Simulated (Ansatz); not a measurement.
# HgTe: pressure series

The parent structure is HgTe in the zinc blende structure (space group F-43m, No. 216).

```
CELL_PARAMETERS angstrom
      0.00000     3.28640     3.28640
      3.28640     0.00000     3.28640
      3.28640     3.28640     0.00000
ATOMIC_POSITIONS crystal
  Te 0.75000 0.75000 0.75000
  Hg 0.00000 0.00000 0.00000
```

Cell and atoms are relaxed at each pressure.

Level of theory: r2SCAN (Ansatz, an electronic-structure program), no SOC.

```json
[
 {"P (GPa)": "-2.00", "V (Å³/atom)": "37.613"},
 {"P (GPa)": "-1.01", "V (Å³/atom)": "36.469"},
 {"P (GPa)": "0.90", "V (Å³/atom)": "34.751"},
 {"P (GPa)": "2.09", "V (Å³/atom)": "33.884"},
 {"P (GPa)": "4.49", "V (Å³/atom)": "32.465"},
 {"P (GPa)": "8.99", "V (Å³/atom)": "30.478"}
]
```

Fit a third-order Birch–Murnaghan equation of state.

Least squares on P(V) = (3B₀/2)[(V₀/V)^(7/3) − (V₀/V)^(5/3)]·[1 + (3/4)(B₀′ − 4)((V₀/V)^(2/3) − 1)] gives V₀ = 35.50 Å³/atom, B₀ = 40 GPa and B₀′ = 5.1.

Measured bulk modulus of HgTe: 42.3 GPa (temperature not stated; as listed in Cormac Toher et al., Physical Review Materials (2017)); the computed value is for a static lattice, so the two differ by thermal effects too.

Load acts through the strain it causes; cell and atoms are relaxed under it. Stability against distortions was not tested. Tetrahedral semiconductors of this kind turn to denser phases somewhere between about 1 and 50 GPa; those were not computed, so compressed cells here can lie past the real transition. The final runs are not spin-polarised.
